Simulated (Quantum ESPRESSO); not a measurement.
Input and output of a self-consistent single point for AlCr2C (P6_3/mmc, 8 atoms in the cell) (Quantum ESPRESSO).

Method of the run: LDA (PZ), GBRV 1.5 ultrasoft (LDA) pseudopotentials (plane waves; Quantum ESPRESSO 7.5).

```yaml
crystal:
  lattice:
    - [2.78272, 0.00000, 0.00000]
    - [-1.39136, 2.40991, 0.00000]
    - [0.00000, 0.00000, 12.41235]
  atoms:
    - { symbol: Al, position: [0.66667, 0.33333, 0.25000] }
    - { symbol: Al, position: [0.33333, 0.66667, 0.75000] }
    - { symbol: Cr, position: [0.33333, 0.66667, 0.41494] }
    - { symbol: Cr, position: [0.66667, 0.33333, 0.58506] }
    - { symbol: Cr, position: [0.66667, 0.33333, 0.91494] }
    - { symbol: Cr, position: [0.33333, 0.66667, 0.08506] }
    - { symbol: C, position: [0.00000, 0.00000, 0.50000] }
    - { symbol: C, position: [0.00000, 0.00000, 0.00000] }
```

Reference input (self-consistent single point, DFT, PBE, plane waves, SSSP 1.1.2 efficiency (PBE) pseudopotentials): ecutwfc = 50 Ry; ecutrho = 400 Ry; occupations = smearing; smearing = fermi-dirac; degauss = 0.0099958 Ry; K_POINTS = automatic 9 9 2 0 0 0; conv_thr = 1e-09 Ry; mixing_beta = 0.4. This run's input differs from it in these lines:

```diff
@@ -23,5 +23,5 @@
 ATOMIC_SPECIES
-Al    26.9815  Al.pbe-n-kjpaw_psl.1.0.0.UPF
-Cr    51.9961  cr_pbe_v1.5.uspp.F.UPF
-C     12.0110  C.pbe-n-kjpaw_psl.1.0.0.UPF
+Al    26.9815  al_lda_v1.uspp.F.UPF
+Cr    51.9961  cr_lda_v1.5.uspp.F.UPF
+C     12.0110  c_lda_v1.2.uspp.F.UPF
 CELL_PARAMETERS {angstrom}
```

The program printed (abridged):

```
     Self-consistent Calculation

     iteration #  1     ecut=    50.00 Ry     beta= 0.40

     negative rho (up, down):  4.130E-03 0.000E+00

     total energy              =    -733.59966100 Ry
     estimated scf accuracy    <      12.92465358 Ry

     iteration #  2     ecut=    50.00 Ry     beta= 0.40

     negative rho (up, down):  2.478E-03 0.000E+00

     total energy              =    -735.23515034 Ry
     estimated scf accuracy    <      20.34973430 Ry

     iteration #  3     ecut=    50.00 Ry     beta= 0.40

     negative rho (up, down):  2.409E-03 0.000E+00

     total energy              =    -738.36527557 Ry
     estimated scf accuracy    <       0.75719092 Ry

   [... 12 blocks of this kind left out ...]

     iteration # 16     ecut=    50.00 Ry     beta= 0.40

     negative rho (up, down):  2.279E-03 0.000E+00

     total energy              =    -738.45777846 Ry
     estimated scf accuracy    <          1.2E-09 Ry

     iteration # 17     ecut=    50.00 Ry     beta= 0.40

     negative rho (up, down):  2.279E-03 0.000E+00
     End of self-consistent calculation

     the Fermi energy is    15.6434 ev

!    total energy              =    -738.45777846 Ry
     estimated scf accuracy    <          5.9E-10 Ry
     smearing contrib. (-TS)   =      -0.02801758 Ry
     internal energy E=F+TS    =    -738.42976087 Ry

     convergence has been achieved in  17 iterations

     negative rho (up, down):  2.279E-03 0.000E+00

     Forces acting on atoms (cartesian axes, Ry/au):

     atom    1 type  1   force =     0.00000000    0.00000000    0.00000000
     atom    2 type  1   force =    -0.00000000   -0.00000000   -0.00000000
     atom    3 type  2   force =     0.00000000   -0.00000000   -0.00375330
     atom    4 type  2   force =    -0.00000000    0.00000000    0.00375330
     atom    5 type  2   force =     0.00000000    0.00000000   -0.00375330
   [... lines left out ...]
     Total force =     0.007507     Total SCF correction =     0.000005
   [... lines left out ...]

     negative rho (up, down):  2.279E-03 0.000E+00
          total   stress  (Ry/bohr**3)                   (kbar)     P=       34.26
   0.00020625  -0.00000000   0.00000000           30.34       -0.00        0.00
  -0.00000000   0.00020625  -0.00000000           -0.00       30.34       -0.00
   0.00000000  -0.00000000   0.00028617            0.00       -0.00       42.10

   JOB DONE.
```

The run converged in 17 iterations. Against the reference run the pressure goes from 16.26 to 3.43 GPa and the largest force goes from 0.557 to 0.097 eV/Å.

The starting cell comes from a database of computed structures (which also holds hypothetical and non-ambient phases and stackings), without a prior relaxation at this level. Its lattice was rescaled by a random factor within 2.5 % of one. Spin polarisation is off. With a pressure of about 3 GPa the cell is away from its equilibrium volume at this level.

Cost on one core of a shared machine: roughly 2 min.
